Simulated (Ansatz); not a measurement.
Na3Sb: band gap against strain

Na3Sb (P6_3/mmc, 28.878 Å³/atom and stress up to 0.01 GPa in the relaxed cell, c along z) under an equal strain ε along all three axes. PBEsol in Ansatz, a plane-wave DFT program (PAW, default set), 420 eV, 10×10×5 Γ-centred mesh, Fermi-Dirac smearing 0.05 eV; ions are relaxed, or left where forces stay under 0.02 eV/Å, within the symmetry of each cell. Gaps are the smallest over the k-mesh and a band path, without spin-orbit coupling; in all rows the valence edge lies at Γ and the conduction edge at Γ.

Here s stands for strain and Eg for gap.

| strain (%) | gap (eV) |
|---|---|
| -3.00 | ? |
| -2.25 | 0.597 |
| -1.50 | 0.539 |
| -0.75 | 0.482 |
| 0.00 | 0.427 |

Fit Eg of the 4 rows that show it with a straight line. Means: s -1.1250, Eg 0.5112. About the means, the sum of products is -0.21263 and the sum of squares of s is 2.8125; the slope is their ratio. Least squares gives Eg = 0.4262 - 0.07560·s. Residuals (row less fit): 0.0007, -0.0006, -0.0009, 0.0008; standard error 0.0011 (degrees of freedom: 2). Over these rows the gap moves by -7.56 ± 0.06 eV per unit strain, or -2.5 eV per unit of ln V.

### Question
What does the fit predict for Eg at s = -3.00, and how far is the calculated value from it?

### Answer
Eg = 0.4262 - 0.07560 × (-3.00) = 0.6530 eV. The calculation gives 0.657 eV, 0.0040 eV above the prediction (1.7 % of the range of Eg in the table). The row lies outside the fitted rows, so this is an extrapolation. From the scatter of the fitted rows alone, a prediction at this place has a standard error of 0.0017 eV, so the miss is 2.4 times that.

The start is a measured cell from the literature; how it stands against other phases or cation orders wasn't checked. Other structures, which can take over under pressure, weren't tried. Spin-orbit coupling is left out, which can shift this property for Na3Sb. Rows are the converged runs of the series near zero and its far end; series whose fitted rows scatter by over a few per cent of the range, as at a crossing or softening among them, aren't shown in this form, nor equations of state whose B0' disagrees with the runs' pressures. Most that stay on the fit to the last digits aren't either.
